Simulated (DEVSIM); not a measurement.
Structure: illuminated Si p-on-n cell, one wavelength, with a back-surface field, at 350 K.

Layer 1 from the left is Si, thickness (μm) 0.240, Na (cm⁻³) 1.1e18, τn (s) 1.7e-5, τp (s) 6.6e-7, absorption coefficient (cm⁻¹) 5600. Layer 2 from the left is Si, thickness (μm) 170, Nd (cm⁻³) 1.1e16, τn (s) 4.4e-5, τp (s) 4.4e-5, absorption coefficient (cm⁻¹) 5600. Layer 3 from the left is Si, thickness (μm) 0.340, Nd (cm⁻³) 3.8e18, τn (s) 4.4e-5, τp (s) 4.4e-5, absorption coefficient (cm⁻¹) 5600.

Left contact: ohmic, minority electron recombination velocity 2e6 cm/s. Right contact: ohmic, minority hole recombination velocity 1e6 cm/s. Voltage is applied to the left contact. Recombination: SRH at mid-gap, radiative, Auger. Light enters at the left, 1.4e18 photons cm⁻² s⁻¹, one pass, no reflection. Mobility is μmin + (μ − μmin)/(1 + (N/Nref)^α).

The device is made up for the run: typed textbook-type constants, with dimensions and the other settings drawn at random. Values at 300 K; Nc and Nv go as T^1.5, mobilities as T to minus their exponent, the gap by Varshni's rule with the affinity fixed.

Si: gap (eV) 1.124, affinity (eV) 4.05, permittivity 11.7, Nc (cm⁻³) 2.86e19, Nv (cm⁻³) 3.1e19, μn (cm²/Vs) 1417, μp (cm²/Vs) 470, μn,min 52, μp,min 45, Nref,n 9.7e16, Nref,p 2.2e17, αn 0.68, αp 0.72, T exponent of μn 2.3, T exponent of μp 2.2, B (cm³/s) 4.7e-15, Cn (cm⁶/s) 2.8e-31, Cp (cm⁶/s) 9.9e-32, Varshni α (eV/K) 0.000473, Varshni β (K) 636.

Model (solved in DEVSIM): 1D drift-diffusion, Boltzmann statistics, complete ionisation; no tunnelling, impact ionisation, image-force lowering or self-heating.

Problem. What does the simulation give for the dark forward voltage at 1 A/cm², the dark forward voltage at 100 A/cm², the open-circuit voltage, the fill factor?

Solution. dark forward voltage at 1 A/cm² 0.584 V; dark forward voltage at 100 A/cm² 0.865 V; open-circuit voltage 0.526 V; fill factor 0.78.
